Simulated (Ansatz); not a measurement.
Bond-angle distributions (per cent of the angles at each element, bins of 10°) of a relaxed model of amorphous Ti$_{16}$Te$_{32}$ at 6.28 g/cm³. Level of theory: PBE-D3(BJ), scalar-relativistic without spin-orbit coupling, PAW (Ansatz default set, large-core Te) (plane waves to 420 eV; Ansatz, a program for electronic structure).

It comes from a melt-quench run on a machine-learned potential (CHGNet), relaxed afterwards by DFT. The hot cell started wider than the set density and was brought back towards it in steps. It is the lowest in DFT energy of 3 quenches. It is a model cell: composition and starting density were chosen by hand, and all elements were melted together. The geometry includes D3(BJ) dispersion. Its density started from a set value of 5.92 and ended at 6.28 g/cm³. The quench (nominally 66 K/ps over its main leg) was far faster than any real one, so the model tends to hold more defects than a real film. One small periodic cell is one sample of the glass; other quenches scatter about these values. Volume and shape were free in the relaxation. On a 2×2×2 Γ-centred mesh force components of up to 0.16 eV/Å stay, since the relaxation ran on one k-point at (1/4, 1/4, 1/4).

Neighbours within Ti-Ti 3.84 Å, Ti-Te 3.36 Å, Te-Te 3.31 Å count as bonded.

```csv
angle (°),at Ti,at Te
50-60,18,14
60-70,5,14
70-80,9,16
80-90,12,4
90-100,9,5
100-110,8,11
110-120,8,7
120-130,7,5
130-140,8,10
140-150,5,8
150-160,3,4
160-170,4,1
170-180,1,0
```

They go with these counts of neighbours within the cut-offs, cation contacts included: Ti mean 9.2, most often 9; Te mean 4.2, most often 3.
